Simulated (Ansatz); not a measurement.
# BeTe in the rock salt structure (space group Fm-3m, No. 225; a hypothetical phase, not in the database extracts checked)

BeTe is modelled in the cubic space group Fm-3m (No. 225), the rock salt structure, Pearson symbol cF8. Conventional cell: a = b = c = 5.3019 Å, α = β = γ = 90.00°. Te on 4a is coordinated by 6 Be at 2.651 Å (octahedral). Be on 4b has 6 Te at 2.651 Å (octahedral). (Neighbours: up to the widest gap in distance over summed covalent radii, below 1.35, at either atom; cation-cation and far metal-metal contacts left out.)
(The calculation used a cell of 2 atoms; values per cell refer to that cell.)

Method: PBEsol (Ansatz, a program for electronic structure), no spin-orbit coupling. Γ-centred 15×15×15 mesh, Fermi–Dirac width 0.05 eV.

The volume per atom is 18.63 Å³, the density is 6.09 g/cm³ and the band gap is zero. The total energy is -3495.835 eV/atom (σ→0; compares only within this code and set-up).

Stability against distortions was not tested. The final runs are not spin-polarised.
